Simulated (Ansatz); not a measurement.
Reference: SiC (P6_3mc), PBE with spin-orbit coupling, rigid bands (plane waves, PAW; Ansatz, a program for electronic structure); axes and stresses refer to this cell.

```
CELL_PARAMETERS angstrom
      3.07597     0.00000     0.00000
     -1.53798     2.66386     0.00000
      0.00000     0.00000     5.04775
ATOMIC_POSITIONS crystal
  Si 0.33333 0.66667 0.99959
  Si 0.66667 0.33333 0.49959
  C  0.33333 0.66667 0.37541
  C  0.66667 0.33333 0.87541
```

electron mass along x: 0.44 mₑ
electron mass along z: 0.27 mₑ
hole conductivity mass: 1.29 mₑ

### Question
Change: hydrostatic pressure of 10 GPa (compression positive). What happens to electron mass along x, electron mass along z, hole conductivity mass?

### Answer
electron mass along x moves little, to 0.43 mₑ; electron mass along z moves little, to 0.26 mₑ; hole conductivity mass rises to 1.33 mₑ.

### Question
Change: hydrostatic pressure of 5 GPa (compression positive). What happens to electron mass along x, electron mass along z, hole conductivity mass?

### Answer
electron mass along x moves little, to 0.44 mₑ; electron mass along z moves little, to 0.27 mₑ; hole conductivity mass moves little, to 1.31 mₑ.

Masses are for dilute carriers at 300 K, harmonic means over directions unless an axis is named. Stresses and pressures are the targets of the relaxation.  The structure type is held under load, also where the real crystal would transform.
